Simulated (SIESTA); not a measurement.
Worked example: relaxation of cell and atoms of Cs (Im-3m, 1 atom in the cell) in SIESTA.

Level of theory: GGA PBEsol, numerical atomic orbitals DZP, PseudoDojo PBEsol standard norm-conserving potentials (rewritten from UPF to PSML) (SIESTA).

The change in words: atoms on their sites; MeshCutoff: 300 Ry → 600 Ry; MD.TypeOfRun: default → Broyden; MD.Steps: default → 40; MD.MaxForceTol: default → 0.02 eV/Ang; MD.VariableCell: default → true; MD.MaxStressTol: default → 0.05 GPa. Reference geometry:
```xyz
1
Lattice="-3.0347 3.0347 3.0347 3.0347 -3.0347 3.0347 3.0347 3.0347 -3.0347" Properties=species:S:1:pos:R:3 pbc="T T T"
Cs     0.0000     0.0000     0.0000
```

Reference input (self-consistent single point, DFT, GGA PBEsol, numerical atomic orbitals DZP, PseudoDojo PBEsol standard norm-conserving potentials (rewritten from UPF to PSML)): XC.functional = GGA; XC.authors = PBEsol; potentials = PseudoDojo PBEsol standard; PAO.BasisSize = DZP; PAO.EnergyShift = 0.01 Ry; MeshCutoff = 300 Ry; kgrid.MonkhorstPack = 8 8 8; OccupationFunction = MP; OccupationMPOrder = 0; ElectronicTemperature = 100 meV; MaxSCFIterations = 150; SCF.Mixer.Method = Broyden. This run's input differs from it in these lines:

```diff
@@ -24,3 +24,3 @@
 PAO.EnergyShift              0.01 Ry
-MeshCutoff                   300 Ry
+MeshCutoff                   600 Ry
 %block kgrid.MonkhorstPack
@@ -40,2 +40,7 @@
 Diag.ParallelOverK           true
+MD.TypeOfRun                 Broyden
+MD.Steps                     40
+MD.MaxForceTol               0.02 eV/Ang
+MD.VariableCell              true
+MD.MaxStressTol              0.05 GPa
 WriteForces                  true
```

The program printed (abridged):

```
        iscf     Eharris(eV)        E_KS(eV)     FreeEng(eV)     dDmax    Ef(eV) dHmax(eV)
   scf:    1     -635.628562     -635.171481     -635.178699  0.318711 -2.065451  1.839952
   scf:    2     -635.228345     -635.200430     -635.207625  0.022382 -2.100137  1.357650
   scf:    3     -635.259261     -635.233233     -635.240379  0.058312 -2.195022  0.038238
   scf:    4     -635.233280     -635.233259     -635.240403  0.001677 -2.198618  0.004204
   scf:    5     -635.233264     -635.233261     -635.240404  0.000195 -2.199457  0.003188
   scf:    6     -635.233265     -635.233263     -635.240404  0.000137 -2.200090  0.002401
   scf:    7     -635.233266     -635.233264     -635.240405  0.000110 -2.200593  0.001773
   scf:    8     -635.233266     -635.233265     -635.240405  0.000076 -2.200953  0.001319
   scf:    9     -635.233267     -635.233266     -635.240405  0.000060 -2.201219  0.000989
SCF Convergence by DM+H criterion
max |DM_out - DM_in|         :     0.0000597311
max |H_out - H_in|      (eV) :     0.0009888671
SCF cycle converged after 9 iterations

Using DM_out to compute the final energy and forces

siesta: E_KS(eV) =             -635.2333

siesta: E_KS - E_eggbox =      -635.2333

siesta: Atomic forces (eV/Ang):
     1    0.000000    0.000000    0.000000
   Tot    0.000000    0.000000    0.000000
   Max    0.000000
   Res    0.000000    sqrt( Sum f_i^2 / 3N )
   Max    0.000000    constrained

Stress tensor Voigt[x,y,z,yz,xz,xy] (kbar):       -1.06       -1.06       -1.06        0.00        0.00        0.00
(Free)E + p*V (eV/cell)     -635.1663
Target enthalpy (eV/cell)     -635.2404

siesta: Stress tensor (static) (eV/Ang**3):
        -0.000663    0.000000    0.000000
   [... lines left out ...]
siesta: Pressure (static):          1.06211571  kBar
siesta: Pressure (total):          1.06211571  kBar
No target stress found, assuming hydrostatic MD.TargetPressure.
Target stress (kBar)
outcell: Cell volume (Ang**3)        :    115.0310
        iscf     Eharris(eV)        E_KS(eV)     FreeEng(eV)     dDmax    Ef(eV) dHmax(eV)
siesta: Pressure (static):          0.14920429  kBar
siesta: Pressure (total):          0.14920429  kBar
outcell: Cell volume (Ang**3)        :    115.0310
siesta: FreeEng =      -635.241585
   [... lines left out ...]
siesta:    -0.000093    0.000000    0.000000
siesta:     0.000000   -0.000093    0.000000
siesta:     0.000000    0.000000   -0.000093

siesta: Cell volume =        115.030989 Ang**3

siesta: Pressure (static):
siesta:                Solid            Molecule  Units
siesta:           0.00000101          0.00000101  Ry/Bohr**3
siesta:           0.00009313          0.00009313  eV/Ang**3
siesta:           0.14920429          0.14920429  kBar
```

The run converged. 

Summary of the result:
Free energy E − TS: -635.2416 eV
Fermi level (on the code's own zero): -2.20 eV
Pressure: 0.01 GPa
Final cell: a = b = c = 5.3066 Å, α = β = γ = 109.47°
Final volume per atom: 115.03 Å³
Relaxation steps: 10

The starting cell has typed, rounded lattice constants, without a prior relaxation at this level. Its lattice was rescaled by up to half a per cent. Values carry the incompleteness of an atom-centred basis.

Cost on one core of a shared machine: roughly 2 min.
